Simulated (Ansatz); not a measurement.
An Ansatz (a program for electronic structure) input (r2SCAN+rVV10 (Ansatz, PAW, scalar-relativistic without spin-orbit coupling)):

Ansatz 0.2 input:
```yaml
crystal:
  lattice:
    - [5.6415787379, 1.0857223343, 3.5778423263]
    - [-5.6415787379, 1.0857223343, 3.5778423263]
    - [-1.880526246, -5.4286116716, 3.5778423263]
  atoms:
    - { symbol: As, position: [0.3013313301, 0.7636649139, 0.6129992488] }
    - { symbol: As, position: [0.3013313301, 0.2636649139, 0.1129992488] }
    - { symbol: As, position: [0.6346646635, 0.4303315805, 0.6129992488] }
    - { symbol: As, position: [0.6346646635, 0.9303315805, 0.1129992488] }
    - { symbol: As, position: [0.9679979968, 0.0969982472, 0.6129992488] }
    - { symbol: As, position: [0.9679979968, 0.5969982472, 0.1129992488] }
    - { symbol: As, position: [0.0320020032, 0.4030017528, 0.8870007512] }
    - { symbol: As, position: [0.0320020032, 0.9030017528, 0.3870007512] }
    - { symbol: As, position: [0.3653353365, 0.0696684195, 0.8870007512] }
    - { symbol: As, position: [0.3653353365, 0.5696684195, 0.3870007512] }
    - { symbol: As, position: [0.6986686699, 0.7363350861, 0.8870007512] }
    - { symbol: As, position: [0.6986686699, 0.2363350861, 0.3870007512] }
    - { symbol: H, position: [0, 0, 0] }
basis: { ecutwfc: 500, ecutrho_ratio: 4, xc_grid: 4, fft_grid_basis: typed }
kpoints: { mp_grid: { grid: [6, 6, 6] } }
hamiltonian:
  xc: r2scan
  dispersion: rvv10
  pseudopotentials: { kind: paw }
scf: { occupations: { method: fermi_dirac, width: 0.05 }, convergence: { dr2_threshold: 0.0000000013 } }
relax: { f_tol: 0.02, max_steps: 45 }
output: { forces: true, stress: true }
checkpoint: { write: state.ck, write_every: 1000 }
```

Problem. Which symmetry and how many k-points will the program report, and about how many plane waves at Γ?

Solution. Space group P-1 (ITA 2) with 2 operations, k-points 112 of 216, and 6683 plane waves at Γ.

Problem. And the final pressure?

Solution. -0.60 GPa (compression positive).

In so small a cell the defect repeats every few ångströms: this is an ordered compound, not a dilute defect. The defect started on the symmetric site and kept its symmetry, so it may sit on a saddle. The final runs are not spin-polarised. The cell was made from As in the A7 type structure (space group R-3m, No. 166; layered) by this change: H interstitial (started 2.43 Å from the nearest host atom). The defect cell is not spin-polarised.
